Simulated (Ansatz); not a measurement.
A self-consistent single point of Ba2H3I (P3m1, 6 atoms in the cell) with Ansatz (a first-principles code)

Method of the run: LDA (PW92), default PAW files made with PBE (plane waves; Ansatz).

Input:

Ansatz 0.2 input:
```yaml
crystal:
  lattice:
    - [4.513718, 0.000000, 0.000000]
    - [-2.256859, 3.908995, 0.000000]
    - [0.000000, 0.000000, 8.078952]
  atoms:
    - { symbol: Ba, position: [0.666667, 0.333333, 0.690909] }
    - { symbol: Ba, position: [0.333333, 0.666667, 0.315280] }
    - { symbol: H, position: [0.666667, 0.333333, 0.356100] }
    - { symbol: H, position: [0.333333, 0.666667, 0.643900] }
    - { symbol: H, position: [0.000000, 0.000000, 0.500000] }
    - { symbol: I, position: [0.000000, 0.000000, 0.000000] }
basis:
  ecutwfc: 420.0
kpoints:
  mp_grid:
    grid: [6, 6, 3]
hamiltonian:
  xc: lda
  pseudopotentials:
    kind: paw
scf:
  occupations:
    method: fixed
output:
  forces: true
  eigenvalues: true
  stress: true
```

Log, with long lists cut:

```
WARN the atoms were moved onto the symmetric positions of the space group found under crystal.symmetry.tolerance 1.0e-5 (fractional …
WARN ansatz: RAYON_NUM_THREADS=1 ignored (pool sized by the plan → 1); use --threads N
Pseudopotentials: kind: paw
Pseudopotential: Ba, paw, valence charge 10
Pseudopotential: H, paw, valence charge 1
Pseudopotential: I, paw, valence charge 17
Crystal: 6 atoms, lattice volume = 142.546 Å³
Basis set: ecut = 420 eV, 2781 PW (Γ)
Bands: 26, of which v1, the nominal top of the filled ones, is band 20 counted from 1 (19 counted from 0)
Symmetry: 6 space group operations
Space group: P3m1 (ITA 156), of the structure as read, at distance tolerance 5.2e-5 Å
k-points: 17 of 108 (time reversal used)
PAW frozen core: Ba, regenerated for the run's functional, and the local potential with it
PAW frozen core: I, regenerated for the run's functional, and the local potential with it
Initial density: superposition of atomic densities (neutral atoms: chi_scale 0, normalization atom), corrected by the library's trained network
Initial wavefunctions: pseudopotential atomic-orbital guess
Eigensolver: davidson
Functional: x = slater, c = lda
SCF iter   1: F=—  HF=-18967.462806 eV  |F-HF|=—  |Δ(HF+E_count)|=         —  Δρ=8.40e-3  dr2=8.86e-2  ethr=1.77e-3  ⟨swp⟩=5.6  Hψ=1935  notcnv=0  defer=63
all-band conjugate gradients solve this SCF's bands
preconditioner: auto → Resta (q_TF=auto, 2.208 Å⁻¹)
SCF iter   2: F=—  HF=-18967.437191 eV  |F-HF|=—  |Δ(HF+E_count)|=   2.56e-2  Δρ=3.35e-3  dr2=1.42e-2  ethr=2.22e-4  ⟨swp⟩=2.2  Hψ=671  notcnv=0  defer=68
SCF iter   3: F=—  HF=-18967.433301 eV  |F-HF|=—  |Δ(HF+E_count)|=   3.89e-3  Δρ=4.78e-4  dr2=2.31e-4  ethr=3.54e-5  ⟨swp⟩=3.1  Hψ=645  notcnv=0  defer=68
SCF iter   4: F=—  HF=-18967.433306 eV  |F-HF|=—  |Δ(HF+E_count)|=   5.02e-6  Δρ=1.23e-4  dr2=2.69e-5  ethr=5.77e-7  ⟨swp⟩=2.0  Hψ=755  notcnv=0  defer=68
SCF iter   5: F=—  HF=-18967.433302 eV  |F-HF|=—  |Δ(HF+E_count)|=   3.63e-6  Δρ=2.51e-5  dr2=1.48e-6  ethr=6.72e-8  ⟨swp⟩=2.1  Hψ=714  notcnv=0  defer=68
SCF iter   6: F=-18967.433302 eV  HF=-18967.433302 eV  |F-HF|=1.78e-9  |Δ(HF+E_count)|=   1.57e-7  Δρ=5.19e-6  dr2=3.63e-8  ethr=2.50e-10  ⟨swp⟩=15.8  Hψ=3668  notcnv=0
SCF 1 converged in 6 iterations: F = -18967.433302 eV  dr2 = 3.63e-8
SCF converged after 6 iterations
Free energy (F): -18967.433302 eV
Harris-Foulkes:  -18967.433302 eV  (|F-HF|=1.78e-9)
Internal energy: -18967.433302 eV  (E = F + TS)
E sigma→0 (E₀):  -18967.433302 eV
Fermi energy:    6.543016 eV
--- Per-component energies (eV) ---
  E_band       = -509.899136
  E_kinetic    = 564.294416
  E_local      = -2869.191365  (includes V_loc(G=0)·N_el)
  E_nonlocal   = 38.273309
  E_hartree    = 1345.516407
  E_xc         = -487.414869
  E_vxc        = -434.751470  (∫ρ·V_xc dr)
  E_paw        = -14777.035383  (= ΣΔE_a)
  E_vpaw       = -499.561285  (= ΣTr[D̂ρ^β])
  E_aug_tail   = -0.002985  (compensation charges beyond the density's cutoff)
  E_ewald      = -2783.219079
  E_core_change = 1.346246  (= ΣΔE_core)
  E_smearing   = -0.000000  (= −TS)
  E_closure    = -0.000000  (closes the sum)
  Σ components = -18967.433302   (vs F -18967.433302, Δ=0.00e0)
--- Forces (eV/Å), atoms counted from 1 ---
  atom   1  Ba     0.00000000     0.00000000    -0.25335665
  atom   2  Ba    -0.00000000    -0.00000000     0.12045436
  atom   3  H      0.00000000    -0.00000000     0.08697384
  atom   4  H      0.00000000     0.00000000    -0.01287153
  atom   5  H      0.00000000    -0.00000000     0.02447251
  atom   6  I      0.00000000     0.00000000     0.03439824
  max |Σ_I F_I| component: 7.08e-5 eV/Å
--- Stress (GPa, compression-positive) ---
       -2.736542       0.000000      -0.000000
        0.000000      -2.736542      -0.000000
       -0.000000      -0.000000      -3.002207
  P = ⅓ Tr σ = -2.8251 GPa (-28.251 kbar)
  The stress holds the Pulay correction. Without it, at fixed plane waves, as pw.x and ABINIT print it: P = -2.8667 GPa
--- Band table (eV; the first three rows and the last of 17) ---
  k-point 0: bands = ["-38.8252", "-38.8225", "-38.8225", "-38.8041", "-38.8041", "-20.8506", "-20.7556", "-7.2027", "-5.8789", "-5.8453", "-5.8453", "-5.8311", "-5.7187", "-5.7187", "2.6784", "2.9160", "4.0765", "4.0765", "4.3441", "6.5125", [...]
  k-point 1: bands = ["-38.8252", "-38.8225", "-38.8225", "-38.8041", "-38.8041", "-20.8496", "-20.7567", "-7.1219", "-6.2942", "-5.8461", "-5.8461", "-5.7178", "-5.7178", "-5.4776", "2.1206", "3.6261", "4.0633", "4.0633", "4.2937", "6.5430", [...]
  k-point 2: bands = ["-38.8252", "-38.8226", "-38.8225", "-38.8041", "-38.8041", "-20.8393", "-20.7527", "-7.1147", "-6.1311", "-6.0070", "-5.8802", "-5.7708", "-5.7286", "-5.6069", "2.8647", "2.9852", "3.8750", "3.9791", "4.2894", "5.8930", [...]
  k-point 16: bands = ["-38.8251", "-38.8226", "-38.8226", "-38.8040", "-38.8040", "-20.7946", "-20.7475", "-6.8311", "-6.3113", "-6.2990", "-6.1450", "-5.8463", "-5.8398", "-5.6477", "2.9360", "2.9487", "3.1963", "4.5876", "4.6534", "4.6999", [...]
```

The run converged in 6 iterations.

The starting cell comes from a database of computed structures (which also holds hypothetical and non-ambient phases and stackings), without a prior relaxation at this level. Its lattice was rescaled by up to half a per cent. One atom was moved a little off its site on purpose. Spin-orbit coupling is off. Ansatz's pressure includes its estimate of the finite-basis (Pulay) stress. Another mesh or the band path of this cell gives a smaller gap, so this value is not converged in the mesh.
